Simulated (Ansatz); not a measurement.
Results of PBEsol (Ansatz, a first-principles code, PAW) for Ga₃AlAs₄ (model structure, P-4m2, No. 115, 8 atoms in the cell).

Run with plane-wave cutoff 520 eV, 8×8×4 k mesh (along the axes of the cell as run), Fermi–Dirac smearing 0.01 eV, scalar-relativistic PAW data made under PBE.

Cell (relaxed at this level):

```yaml
crystal:
  lattice:
    - [4.00633, 0.00000, 0.00000]
    - [0.00000, 4.00633, 0.00000]
    - [0.00000, 0.00000, 11.31834]
  atoms:
    - { symbol: Ga, position: [0.00000, 0.00000, 0.75039] }
    - { symbol: As, position: [0.50000, 0.00000, 0.87523] }
    - { symbol: Ga, position: [0.50000, 0.50000, 0.00000] }
    - { symbol: As, position: [0.00000, 0.50000, 0.12477] }
    - { symbol: Ga, position: [0.00000, 0.00000, 0.24961] }
    - { symbol: As, position: [0.50000, 0.00000, 0.37485] }
    - { symbol: Al, position: [0.50000, 0.50000, 0.50000] }
    - { symbol: As, position: [0.00000, 0.50000, 0.62515] }
```

### Question
Give the computed band gap and bulk modulus.

### Answer

* **band gap**: 0.73 eV (on the SCF k mesh)
* **bulk modulus**: 70.1 GPa

Note: the bulk modulus is −V dP/dV from two relaxed cells at ±2 % in volume; the relaxation could raise the start's symmetry but not lower it, so the cell can be a saddle point.

Spin–orbit coupling is not included.

The computed numbers hold no vibrational or temperature effects.

Computing time: roughly 4 core-minutes.

A model structure was made by putting elements into a prototype or built by hand; it is no filed structure, need not be a known phase, and can be a saddle point held by its symmetry.
